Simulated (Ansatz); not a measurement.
**GaP (model structure, started from the BN type, Pm-3n, No. 223, 12 atoms in the cell)**

Method: PBEsol+SOC (Ansatz, a quantum-chemistry and plane-wave program, PAW).

Numerical settings: plane-wave cutoff 520 eV, 4×4×4 k mesh, Fermi–Dirac smearing 0.01 eV, PAW data made under PBE.

Cell (relaxed with PBEsol):

```xyz
12
Lattice="6.7060 0.0000 0.0000 0.0000 6.7060 0.0000 0.0000 0.0000 6.7060" Properties=species:S:1:pos:R:3 pbc="T T T"
Ga     1.6765     0.0000     3.3530
Ga     3.3530     1.6765     0.0000
Ga     3.3530     5.0295     0.0000
Ga     5.0295     0.0000     3.3530
Ga     0.0000     3.3530     5.0295
Ga     0.0000     3.3530     1.6765
P      1.6765     3.3530     0.0000
P      0.0000     1.6765     3.3530
P      0.0000     5.0295     3.3530
P      5.0295     3.3530     0.0000
P      3.3530     0.0000     5.0295
P      3.3530     0.0000     1.6765
```

```json
{
  "band_gap": "0.83 eV (indirect)",
  "smallest_direct_gap_on_the_k_points_sampled": "0.99 eV",
  "direct gap at Γ": "1.00 eV"
}
```

Note: the relaxation could raise the start's symmetry but not lower it, so the cell can be a saddle point.

The computed numbers hold no vibrational or temperature effects.

Cost on a shared machine: around 2.8 core-minutes (rough).

A model structure was made by putting elements into a prototype or built by hand; it is no filed structure, need not be a known phase, and can be a saddle point held by its symmetry.
